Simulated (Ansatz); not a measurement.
# How the volume per atom of CoSi2 (model structure, started from the C54 type, Fddd, No. 70, 6 atoms in the cell) moves with the method

No measured value is used here.

```json
[
 {"level (code)": "PBE (Ansatz)", "value (Å³/atom)": "11.98"},
 {"level (code)": "PBEsol (Ansatz)", "value (Å³/atom)": "11.64"},
 {"level (code)": "PBE-D3(BJ) (Ansatz)", "value (Å³/atom)": "11.53"}
]
```

PBE, PBEsol, PBE-D3(BJ): the starting moments vanished in the run, and other orders were not tried. Ansatz's density-functional and Hartree–Fock values are scalar-relativistic unless marked +SOC, with PAW data made under PBE.

A model structure was made by putting elements into a prototype or built by hand; it is no filed structure, need not be a known phase, and can be a saddle point held by its symmetry.

Ansatz is an electronic-structure program.
